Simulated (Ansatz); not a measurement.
The starting structures come from a database of crystals and need not be the phases stable at ambient conditions.

 Where the default PAW files enter, the runs use the earlier of Ansatz's two default sets.

Tunnelling through a barrier is set by its complex band structure: the current falls as exp(−2κd) with the smallest κ.

Consider the following.

```yaml
crystal:
  lattice:
    - [7.72233, 0.00000, 0.00000]
    - [-2.57411, 7.28068, 0.00000]
    - [2.57411, 3.64034, 6.30526]
  atoms:
    - { symbol: Si, position: [0.50000, 0.25000, 0.25000] }
    - { symbol: Si, position: [0.75000, 0.50000, 0.75000] }
    - { symbol: Si, position: [0.50000, 0.75000, 0.75000] }
    - { symbol: Si, position: [0.25000, 0.50000, 0.25000] }
    - { symbol: Si, position: [0.25000, 0.75000, 0.50000] }
    - { symbol: Si, position: [0.75000, 0.25000, 0.50000] }
    - { symbol: O, position: [0.33736, 0.63164, 0.00000] }
    - { symbol: O, position: [0.36836, 0.36836, 0.29428] }
    - { symbol: O, position: [0.63164, 0.33736, 0.00000] }
    - { symbol: O, position: [0.66264, 0.66264, 0.70572] }
    - { symbol: O, position: [0.00000, 0.33736, 0.36836] }
    - { symbol: O, position: [0.70572, 0.36836, 0.63164] }
    - { symbol: O, position: [0.00000, 0.63164, 0.66264] }
    - { symbol: O, position: [0.29428, 0.66264, 0.33736] }
    - { symbol: O, position: [0.63164, 0.00000, 0.66264] }
    - { symbol: O, position: [0.36836, 0.70572, 0.63164] }
    - { symbol: O, position: [0.33736, 0.00000, 0.36836] }
    - { symbol: O, position: [0.66264, 0.29428, 0.33736] }
```

Space group of this cell: I-43m. The cell is taken as given.

Transport runs along the normal of the first two printed cell vectors, the (110) plane of the conventional cell.

No gap correction and no spin-orbit coupling; mid-gap values are interpolated between computed energies.

Problem. Give the band gap and the smallest decay constant κ at mid-gap that r2SCAN (Ansatz, a program for electronic structure) yields.

Solution. Gap 6.32 eV on a 6×6×6 mesh; κ = 0.588 1/Å, at the zone centre.
